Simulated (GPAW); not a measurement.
Input and output of a self-consistent single point for NbPd2 (Immm, 3 atoms in the cell) (GPAW).

Level of theory: PBEsol, GPAW PAW datasets PBEsol (made by gpaw-setup) (plane waves; GPAW).

The change in words: lattice scaled by 0.98. Reference geometry:
```
CELL_PARAMETERS angstrom
     -1.42839     1.98728     4.25254
      1.42839    -1.98728     4.25254
      1.42839     1.98728    -4.25254
ATOMIC_POSITIONS crystal
  Nb 0.00000 0.00000 0.00000
  Pd 0.66658 0.66658 0.00000
  Pd 0.33342 0.33342 0.00000
```

Reference input (self-consistent single point, DFT PBEsol, plane waves, GPAW PAW datasets PBEsol (made by gpaw-setup)): mode = pw; ecut = 550 eV; xc = PBEsol; kpts = 9 9 9; mesh shift (steps) = 0 0 0; occupations.name = methfessel-paxton; occupations.width = 0.05 eV; occupations.order = 0; nbands = -7; symmetry.symmorphic = false; symmetry.tolerance = 0.0005; maxiter = 120. This run's input differs from it in these lines:

```diff
@@ -5,5 +5,5 @@
 atoms = Atoms(['Nb', 'Pd', 'Pd'],
-              cell=[[-1.428389, 1.987279, 4.252541],
-                    [1.428389, -1.987279, 4.252541],
-                    [1.428389, 1.987279, -4.252541]],
+              cell=[[-1.399821, 1.947533, 4.167490],
+                    [1.399821, -1.947533, 4.167490],
+                    [1.399821, 1.947533, -4.167490]],
               scaled_positions=[[0.000000, 0.000000, 0.000000],
```

Output (repeated stretches shortened):

```
     iter     time        total  log10-change:
                         energy   eigst   dens
iter:   1 --:--:--   -26.925348
iter:   2 --:--:--   -24.763943   -1.12  -1.09
iter:   3 --:--:--   -22.777723   -0.94  -1.18
iter:   4 --:--:--   -21.995008   -1.22  -1.34
iter:   5 --:--:--   -21.720278   -1.33  -1.56
iter:   6 --:--:--   -21.686687   -2.45  -1.95
iter:   7 --:--:--   -21.661352   -2.83  -2.16
iter:   8 --:--:--   -21.664018   -3.18  -2.66
iter:   9 --:--:--   -21.659100c  -3.22  -2.70
iter:  10 --:--:--   -21.659009c  -4.03  -3.20
iter:  11 --:--:--   -21.658995c  -5.01  -3.36
iter:  12 --:--:--   -21.659010c  -5.03  -3.39
iter:  13 --:--:--   -21.659039c  -5.01  -3.51
iter:  14 --:--:--   -21.659040c  -5.72  -3.71
iter:  15 --:--:--   -21.659037c  -6.20  -3.73
iter:  16 --:--:--   -21.659031c  -6.18  -3.75
iter:  17 --:--:--   -21.659027c  -6.02  -3.92
iter:  18 --:--:--   -21.659022c  -6.41  -4.12c
iter:  19 --:--:--   -21.659022c  -6.78  -4.51c
iter:  20 --:--:--   -21.659022c  -7.60c -4.65c
Converged after 20 iterations.

Dipole moment: (-0.000000, -0.000000, -0.000000) |e|*Ang

Energy contributions relative to reference atoms: (reference = -378169.812369)

Kinetic:        -11.924332
Potential:       -3.087336
External:        +0.000000
XC:              -6.351990
Entropy (-ST):   -0.002241
Local:           -0.294243
SIC:             +0.000000
--------------------------
Free energy:    -21.660143
Extrapolated:   -21.659022

Showing only first 2 kpts
 Kpt  Band  Eigenvalues  Occupancy
  0    20      9.32857    2.00000
  0    21      9.98764    2.00000
  0    22     10.40367    2.00000
  0    23     11.08311    2.00000

  1    20      9.10393    2.00000
  1    21     10.60163    2.00000
  1    22     12.06802    0.00000
  1    23     12.21924    0.00000

Fermi level: 11.31786

No gap
No difference between direct/indirect transitions
Energy (eV): -21.659022

Forces in eV/Ang:
  0 Nb    0.00000    0.00000    0.00000
  1 Pd    0.00000    0.00000   -0.05813
  2 Pd    0.00000    0.00000    0.05813

Stress tensor:
    -0.010897     0.000000     0.000000
     0.000000    -0.008575     0.000000
     0.000000     0.000000    -0.006999
Stress (GPa, Voigt): [-1.7459 -1.3738 -1.1213  0.      0.      0.    ]
```

The run converged in 20 iterations. GPAW prints stress with tension positive. Against the reference run the free energy drops by 28.9 meV/atom, the pressure goes from -10.58 to 1.41 GPa and the largest force goes from 0.118 to 0.058 eV/Å.

The starting cell comes from a database of computed structures (which also holds hypothetical and non-ambient phases and stackings), without a prior relaxation at this level. Its lattice was rescaled by a random factor within 2.5 % of one. For this run, on top of that: lattice scaled by 0.98. Spin polarisation is off.

Cost on one core of a shared machine: roughly 8 min.
